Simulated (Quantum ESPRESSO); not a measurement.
Worked example: self-consistent single point of ReTc (P3m1, 2 atoms in the cell) in Quantum ESPRESSO.

Method of the run: PBEsol, GBRV 1.5 ultrasoft (PBESOL) pseudopotentials (plane waves; Quantum ESPRESSO).

```xyz
2
Lattice="2.7411 0.0000 0.0000 -1.3705 2.3738 0.0000 0.0000 0.0000 4.4269" Properties=species:S:1:pos:R:3 pbc="T T T"
Tc     1.3705     0.7913     0.0500
Re     0.0000     0.0000     2.2135
```

Reference input (self-consistent single point, DFT, PBEsol, plane waves, GBRV 1.5 ultrasoft (PBESOL) pseudopotentials): ecutwfc = 40 Ry; ecutrho = 320 Ry; occupations = smearing; smearing = fd; degauss = 0.0073499 Ry; potentials = {Tc: tc_pbesol_v1.uspp.F.UPF, Re: re_pbesol_v1.2.uspp.F.UPF}; K_POINTS = automatic 8 8 5 0 0 0; conv_thr = 1e-10 Ry; mixing_beta = 0.4. This run's input differs from it in these lines:

```diff
@@ -19,2 +19,3 @@
  degauss = 0.0073499,
+ nbnd = 15,
 /
```

Output, abridged:

```
     Self-consistent Calculation

     iteration #  1     ecut=    40.00 Ry     beta= 0.40

---- Real-time Memory Report at c_bands before calling an iterative solver
           213 MiB given to the printing process from OS
            33 MiB allocation reported by mallinfo(arena+hblkhd)
------------------

 %%%%%%%%%%%%%%%%%%%%%%%%%%%%%%%%%%%%%%%%%%%%%%%%%%%%%%%%%%%%%%%%%%%%%%%%%%%%%%
     Error in routine efermig (1):
     internal error, cannot bracket Ef
 %%%%%%%%%%%%%%%%%%%%%%%%%%%%%%%%%%%%%%%%%%%%%%%%%%%%%%%%%%%%%%%%%%%%%%%%%%%%%%

     stopping ...
```

The program stopped with an error at about iteration 1. 

The starting cell comes from a database of computed structures (which also holds hypothetical and non-ambient phases and stackings), without a prior relaxation at this level. Its lattice was rescaled by up to half a per cent. One atom was moved a little off its site on purpose.
